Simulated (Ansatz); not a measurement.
# Effect of uniaxial strain ε_zz = −3.00 % on TiAl

The reference is TiAl (space group P4/mmm, No. 123; a = 2.796 Å, c = 4.038 Å; relaxed with 0.1 eV smearing). Axes: x, y, z lie along a, b, c of the conventional cell.

One thing is altered: the cell is compressed by 3.00 % along z with no lateral relaxation, atoms relaxed at fixed cell.

The values are results of Ansatz (a quantum-chemistry and plane-wave program), PBEsol, PAW, cutoff 420 eV, no spin-orbit coupling, not measurements. Settings: 21×21×14 k-points, 0.1 eV Fermi–Dirac smearing.

Volume per atom: 15.31 Å³ (base 15.79 Å³)
Space group: P4/mmm (No. 123) (base P4/mmm (No. 123))
Shortest interatomic distance: 2.783 Å (base 2.796 Å)
Energy relative to the base (free energy F): +7.9 meV/atom
Pressure (mean of the normal stresses, compression positive): 3.8 GPa (base 0.0 GPa)
Band gap: zero (base zero)
Stress (xx, yy, zz, yz, xz, xy; compression positive): (3.1, 3.1, 5.3, 0.0, 0.0, 0.0) GPa

Final structure:

```
TiAl
1.0
    2.79629     0.00000     0.00000
    0.00000     2.79629     0.00000
    0.00000     0.00000     3.91700
Ti Al
1 1
Direct
  0.00000   0.00000   0.00000
  0.50000   0.50000   0.50000
```

Cost of the whole job for the changed cell (relaxation, final SCF and bands): around 13 core-seconds (rough).

Whether these cells are dynamically stable was not tested. All final runs are without spin polarisation.
